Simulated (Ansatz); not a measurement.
## What pressure −1 GPa does to BaZrO3

Take BaZrO₃ in the cubic perovskite structure (space group Pm-3m, No. 221; a = 4.181 Å) as the base.

Perturbation: a negative pressure, −1 GPa.

All numbers come from Ansatz (a program for electronic structure), PBEsol, PAW, cutoff 420 eV, without spin-orbit coupling. Γ-centred 8×8×8 mesh, Fermi–Dirac width 0.05 eV.

```json
[
 {"quantity": "density", "base": "6.29 g/cm³", "changed": "6.25 g/cm³", "shift": "-0.04 g/cm³"},
 {"quantity": "lattice parameter a", "base": "4.181 Å", "changed": "4.189 Å", "shift": "+0.0087 Å"},
 {"quantity": "enthalpy H = E + PV relative to the base's energy", "base": "–", "changed": "-0.09 eV/atom", "shift": "–"},
 {"quantity": "band gap (an upper bound: an edge found on the path is not a true extremum; the base alone)", "base": "3.17 eV", "changed": "3.16 eV", "shift": "-0.01 eV"}
]
```

Final structure:

```
CELL_PARAMETERS angstrom
      4.18928     0.00000     0.00000
      0.00000     4.18928     0.00000
      0.00000     0.00000     4.18928
ATOMIC_POSITIONS crystal
  Ba 0.00000 0.00000 0.00000
  Zr 0.50000 0.50000 0.50000
  O  0.00000 0.50000 0.50000
  O  0.50000 0.50000 0.00000
  O  0.50000 0.00000 0.50000
```

Load acts through the strain it causes; cell and atoms are relaxed under it. Whether these cells are dynamically stable was not tested.
